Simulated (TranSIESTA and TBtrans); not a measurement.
Device: Ga chain with one C atom inserted. Leads: straight Ga chain, spacing 2.422 Å. Geometry: 3 atoms about the centre moved by SIESTA (PBE, DZP) to a largest force of 0.02 eV/Å, all others as built, motion along the axis alone. Transport runs along z; the first 6 and the last 6 of the 21 atoms are the lead cells, repeated to infinity.

```xyz
21
Lattice="9.000 0.000 0.000 0.000 9.000 0.000 0.000 0.000 49.868" Properties=species:S:1:pos:R:3 pbc="F F T"
Ga     4.500     4.500     0.000
Ga     4.500     4.500     2.422
Ga     4.500     4.500     4.844
Ga     4.500     4.500     7.266
Ga     4.500     4.500     9.688
Ga     4.500     4.500    12.110
Ga     4.500     4.500    14.532
Ga     4.500     4.500    16.954
Ga     4.500     4.500    19.376
Ga     4.500     4.500    21.915
C      4.500     4.500    23.728
Ga     4.500     4.500    25.541
Ga     4.500     4.500    28.070
Ga     4.500     4.500    30.492
Ga     4.500     4.500    32.914
Ga     4.500     4.500    35.336
Ga     4.500     4.500    37.758
Ga     4.500     4.500    40.180
Ga     4.500     4.500    42.602
Ga     4.500     4.500    45.024
Ga     4.500     4.500    47.446
```

Run with TranSIESTA and TBtrans (open boundaries, self-consistent; PseudoDojo norm-conserving potentials, scalar-relativistic): PAO.BasisSize DZP, PAO.EnergyShift 0.15 eV, XC.Authors PBE, Mesh.Cutoff 200 Ry, ElectronicTemperature 300 K, TS.Voltage 0.0 eV, TBT.Elecs.Eta 0.001 eV, no spin polarisation.

Energies count from the leads' Fermi level. Transmissions are for one spin of a degenerate pair. The energy step is 0.01 eV; narrower resonances are cut or missed.

```tsv
E (eV)	T
-0.20	1.21
-0.15	1.41
-0.10	1.55
-0.05	1.62
0.00	1.63
0.05	1.59
0.10	1.54
0.15	1.48
0.20	1.42
```

Question: Give the zero-bias conductance in μS and the resistance at 300 K.

Answer: At the Fermi level T = 1.63. Averaged with −∂f/∂E over the full grid (kT = 25.9 meV) it is 1.61. With G0 = 2e²/h = 77.48 μS, G = 125 μS and R = 1/G = 8.00 kΩ.

Question: The eigenchannels at the Fermi level transmit 0.722, 0.453, 0.453. What Fano factor of the shot noise follows at low temperature and bias?

Answer: F = Σ τ(1 − τ)/Σ τ = 0.696/1.63 = 0.43.

The straight chain is held at its spacing; free chains may zigzag or dimerise. No spin-polarised start was tried, so a magnetic state, if there is one, is missed.
